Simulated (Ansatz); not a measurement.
ZnS (P3m1, No. 156, 32 atoms in the cell; start mp-556775; a measured phase of this formula has another space group), treated with LDA (Ansatz, a program for electronic structure, PAW).

Numerical settings: plane-wave cutoff 520 eV, 12×12×1 k mesh (along the axes of the cell as run), Fermi–Dirac smearing 0.01 eV, scalar-relativistic PAW data made under PBE.

Cell (relaxed at this level):

```xyz
32
Lattice="3.7422 0.0000 0.0000 -1.8711 3.2409 0.0000 0.0000 0.0000 49.0048" Properties=species:S:1:pos:R:3 pbc="T T T"
Zn     0.0000     2.1606    27.5686
Zn     1.8711     1.0803     6.1241
Zn     0.0000     0.0000    18.3750
Zn     0.0000     2.1606     3.0662
Zn     1.8711     1.0803    24.5030
Zn     0.0000     2.1606    15.3115
Zn     1.8711     1.0803    12.2536
Zn     0.0000     0.0000    39.8179
Zn     1.8711     1.0803    36.7544
Zn     0.0000     0.0000     9.1877
Zn     0.0000     2.1606    21.4407
Zn     0.0000     2.1606    45.9416
Zn     0.0000     0.0000    30.6308
Zn     1.8711     1.0803    42.8837
Zn     0.0000     2.1606    33.6966
Zn     0.0000     0.0000     0.0003
S      0.0000     0.0000    11.4856
S      0.0000     2.1606    17.6043
S      1.8711     1.0803    14.5456
S      1.8711     1.0803    26.8008
S      0.0000     2.1606     5.3582
S      1.8711     1.0803    39.0472
S      0.0000     2.1606    48.2344
S      1.8711     1.0803    45.1757
S      0.0000     0.0000    42.1158
S      0.0000     2.1606    29.8602
S      0.0000     0.0000    20.6729
S      0.0000     2.1606    35.9886
S      0.0000     0.0000    32.9287
S      0.0000     0.0000     2.2983
S      1.8711     1.0803     8.4170
S      0.0000     2.1606    23.7324
```

Question: Give the computed band gap.

Answer: 
band gap: 2.15 eV (on the SCF k mesh)

Note: the relaxation could not lower the start's symmetry, so the cell can be a saddle point above a distorted one.

Static lattice: no zero-point or thermal effects.

Cost on a shared machine: roughly 29 core-minutes.

A start named mp-… is a Materials Project structure, which need not be a measured phase.
